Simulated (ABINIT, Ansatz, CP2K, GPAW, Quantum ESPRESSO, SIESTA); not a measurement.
## Ti6PtAu (Pm-3, 8 atoms in the cell) computed with different codes at matched settings

Self-consistent single point.

```
Ti6PtAu
1.0
    5.05615     0.00000     0.00000
    0.00000     5.05615     0.00000
    0.00000     0.00000     5.05615
Ti Pt Au
6 1 1
Direct
  0.00000   0.50000   0.75355
  0.00000   0.50000   0.24645
  0.75355   0.00000   0.50000
  0.24645   0.00000   0.50000
  0.50000   0.75355   0.00000
  0.50000   0.24645   0.00000
  0.00000   0.00000   0.00000
  0.50000   0.50000   0.50000
```

All programs got the same cell, k-point mesh and kind of occupations (in Ansatz's words: kpoints.mp_grid.grid = 5 5 5; scf.occupations.method = gaussian; scf.occupations.width = 0.136 eV); potentials, basis and cutoffs are each program's usual ones.

| code | model | pressure (GPa) | largest force (eV/Å) | k-points | cutoff |
|---|---|---|---|---|---|
| ABINIT | LDA (PW92), PAW (JTH v2.0 LDA PAW) | -8.58 | 0.004 | 11 | 816 eV |
| Ansatz | LDA (PW92), PAW files made with PBE | -8.84 | 0.003 | 11 | 420 eV |
| CP2K | LDA (Pade form), GPW, DZVP-MOLOPT-SR-GTH basis, GTH-PADE potentials (GTH_POTENTIALS) | -11.46 | 0.262 | 63 | grid 600 Ry |
| GPAW | LDA (Perdew-Wang 92), GPAW PAW datasets LDA (gpaw-data 1.0.1) | -8.23 | 0.000 | 11 | 850 eV |
| SIESTA | LDA PW92, numerical atomic orbitals DZP, PseudoDojo LDA standard norm-conserving potentials (rewritten from UPF to PSML) | -11.72 | 0.022 | 63 | grid 400 Ry |
| Quantum ESPRESSO | LDA (PW92), PseudoDojo standard norm-conserving (LDA) pseudopotentials | -8.83 | 0.002 | 11 | 85 Ry |

The spread over the programs that give each value: pressure within 3.49 GPa; largest force within 0.262 eV/Å.

The starting cell comes from a database of computed structures (which also holds hypothetical and non-ambient phases and stackings), without a prior relaxation at this level. On Ansatz's run: Spin-orbit coupling is off. Spin polarisation is off. In the base run, with a pressure of about -9 GPa the cell is away from its equilibrium volume at this level.

**Question.** Why do the programs differ, and what cannot be compared?

**Answer.** Differences of this kind can come from the potentials, where these differ, and from what each basis and cutoff leave unconverged. The valence holds different numbers of electrons (ABINIT 93, Ansatz (a program for electronic structure) 109, CP2K 101, GPAW 99, SIESTA 109, Quantum ESPRESSO 109). The zero of total energies and Fermi levels follows the potentials and each program's conventions, so they are not compared here. CP2K and SIESTA use small atom-centred bases, whose incompleteness enters pressures, forces and empty levels differently from a plane-wave cutoff. Ansatz's pressure is given at a fixed set of plane waves, as the other plane-wave codes print theirs. The programs reduce the same mesh by symmetry to different extents, which changes the work and not the result. In the pressure, CP2K (by 2.76) and SIESTA (by 3.01) lie more than 1 GPa from the median of the plane-wave programs. In the force vectors, CP2K (by 0.259) lies more than 0.08 eV/Å from the median of the plane-wave programs.

Left out of this page: Elk (not drawn, or without a comparable value); FLEUR (with a known weakness of the program).

Keys are those of Ansatz 0.2.
